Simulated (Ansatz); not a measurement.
Structure of amorphous Si24O50Ti (periodic cell):

```xyz
75
Lattice="10.6473 -0.1767 -0.1823 -0.1767 10.1167 0.2375 -0.1823 0.2375 10.4711" Properties=species:S:1:pos:R:3 pbc="T T T"
Si     8.9203     5.0553     5.6577
Si     4.4103     8.5380     3.9684
Si     0.7660     3.1228     1.7584
Si     7.1985     9.3988     3.7180
Si     5.1127     5.8529     3.1737
Si     8.2877     6.7721     3.3317
Si     4.0834     4.3117     7.1783
Si     4.9040     1.8844     0.0142
Si     8.4825     0.2642     8.0000
Si     4.0875     1.3205     7.6597
Si     4.6816     6.6235     0.2845
Si     0.4166     2.0405     4.4547
Si     6.4664     6.0328     7.2133
Si    10.0070     7.2199     0.6390
Si    -0.0260     9.5032     9.2195
Si    10.2612     4.9419    10.0452
Si     5.7886     8.8886     8.7074
Si     5.7446     4.5876     9.4545
Si     3.7390     3.0001     2.8293
Si    -0.0105     2.3433     9.3004
Si     2.9768     0.7148     4.8538
Si     0.9974     4.0007     6.7192
Si     5.5645     9.2597     1.3186
Si     1.5310     7.1188     9.9439
O      9.1060     7.0925     1.9713
O      4.3424     6.3708     1.8146
O      0.8707     2.2358     0.4071
O      5.7063     5.8332    10.4947
O      8.2373     8.2178     4.1351
O      1.0224     5.6412     9.4969
O      5.6966     0.5136     0.3095
O      6.9579     9.1004     2.0974
O      0.8153     2.9587     7.9283
O      5.9498     3.1401    10.1163
O      4.7822    10.0105     8.1069
O      1.4539     0.7997     4.3280
O      3.8534     1.8474     4.0099
O      3.0334     0.8835     6.4887
O     10.5262     2.2493     2.7841
O      1.0857     3.2930     5.2340
O      4.2563     2.3982     1.3969
O      0.8430     0.8203     9.1123
O      4.6820     4.2772     3.3309
O      5.8140     9.1184     4.5420
O      2.5431     4.6323     6.7830
O      9.7350     8.9147    10.3978
O      4.6512     2.7484     7.0020
O      5.2651     8.4003    10.4246
O      8.1683     3.6075     5.4606
O      2.2167     3.4402     2.5018
O      9.8658     1.3381     5.2442
O      5.1700     5.3383     6.4467
O      7.1879     9.5296     9.1072
O      3.7348     1.7707     9.2143
O      7.8261     6.1290     6.3329
O      5.9211     7.4926     7.8699
O      1.0221     7.1827     0.9525
O      9.1691     5.7095     4.1798
O      9.4909     9.3282     7.8179
O      9.1076     1.4307     8.8978
O      3.2308     9.2924     4.7530
O      0.0862     4.5445     1.3548
O      6.8920     4.9772     8.3916
O      9.7233     3.6647     9.2820
O      4.4080     6.9191     4.2150
O      7.6849     0.8501     3.7268
O      4.2492     4.6288     8.7834
O      6.7391     6.1433     3.1081
O      1.0924     8.3242     8.9356
O      3.1693     7.0604     9.9017
O      4.3389     8.9648     2.3440
O     10.3729     4.8991     6.4123
O      9.2849     6.2696    10.0940
O      7.6289     0.8483     6.7168
Ti     8.1581     1.7768     5.2618
```

Method: PBE, scalar-relativistic without spin-orbit coupling (plane waves to 420 eV, PAW; Ansatz, a quantum-chemistry and plane-wave program).

A CHGNet melt-quench gave the starting glass, which DFT then relaxed. O atoms were pushed apart under 1.9 Å during the dynamics, to hinder bonds among them. The hot cell started wider than the set density and was brought back towards it in steps. It is the lowest in DFT energy of 2 quenches. It is a model cell: composition and starting density were chosen by hand, and all elements were melted together. No dispersion term was used. Its density started from a set value of 2.24 and ended at 2.24 g/cm³. Cooling (nominally 400 K/ps over its main leg) ran many orders faster than in experiment, which tends to leave more defects and strain. One small periodic cell is one sample of the glass; other quenches scatter about these values. The volume was held where the preparation left it and the shape relaxed, at a PBE pressure of 0.3 GPa.

Cut-offs for bonds: Si-Si 2.60 Å, Si-O 1.98 Å, Si-Ti 2.78 Å, O-O 1.58 Å, O-Ti 2.49 Å, Ti-Ti 3.12 Å. Two cations that share two anions don't count as bonded, nor two that share one unless they lie closer than Si-Si 2.38 Å, Si-Ti 2.71 Å, Ti-Ti 3.04 Å.

Problem. Give the coordination numbers, mean bond lengths and angles.

Solution. 
| Quantity | Result |
|---|---|
| Mean coordination of Si by anions | 4.04 (23 with 4, 1 with 5) |
| Mean coordination of O | 2.02 (49 with 2, 1 with 3) |
| Mean coordination of Ti by anions | 4.00 (1 with 4) |
| Mean Si-O bond | 1.647 Å (spread 0.042 Å, 97 counted) |
| Mean O-Ti bond | 1.816 Å (spread 0.035 Å, 4 counted) |
| Bond angle at Si | mean 109.3°, spread 8.9° |
| Bond angle at O | mean 134.0°, spread 15.3° |
| Bond angle at Ti | mean 108.5°, spread 10.0° |

Problem. Which atoms depart from the most common coordination of their element?

Solution. Si20 has 5 (O60 1.71 Å, O33 1.72 Å, O27 1.73 Å, O42 1.76 Å, O64 1.76 Å); O48 has 3 (Si11 1.75 Å, Si23 1.76 Å, Si17 1.86 Å).

Problem. List the pairs of like atoms that count as bonded by the rules above.

Solution. There are none by these rules.
